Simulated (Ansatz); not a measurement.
Take MnTlF₃ in the cubic perovskite structure (space group Pm-3m, No. 221; a = 4.2383 Å; ferromagnetic; a cell from a computed database, its experimental status unchecked) as the base.

The values are results of r2SCAN, PAW, 500 eV (Ansatz, a first-principles code; no spin-orbit coupling), not measurements.

Base values:

| Property | Result |
|---|---|
| Gap character | indirect, R → X |
| Smallest direct gap | 2.87 eV |
| Electron mass | 0.27 mₑ along k, 0.67 mₑ across (at X) |
| Width of the top valence band | 4.92 eV |

One thing is altered: a hydrostatic pressure of 30 GPa.

**Question.** What happens to the gap character, smallest direct gap, electron mass and width of the top valence band?

**Answer.** The gap character becomes indirect, M → X (base: indirect, R → X); the smallest direct gap shrinks by 0.81 eV (2.87 eV → 2.06 eV); the electron mass goes from 0.27 mₑ along k, 0.67 mₑ across (at X) to 0.21 mₑ along k, 0.61 mₑ across (at X); the width of the top valence band rises by 2.158 eV (4.92 eV → 7.07 eV).

With Tl present, leaving out spin-orbit coupling can change the band edges. Load acts through the strain it causes; cell and atoms are relaxed under it. Effective masses come from finite differences of ±0.01 Å⁻¹. Along k means along the line from Γ to the band edge. No phonon test of stability was made. Competing high-pressure phases were not computed. No Hubbard U is applied and the magnetic state is the run's own (MnTlF3 ferromagnetic); other magnetic orders, which need larger cells, were not tried and can change the gap. The base started in Cm and relaxed to Pm-3m at this level. A gap here joins edges of opposite spin (a spin-flip gap). Many cubic perovskites are stable only at high temperature; tilts and polar distortions were not tested.
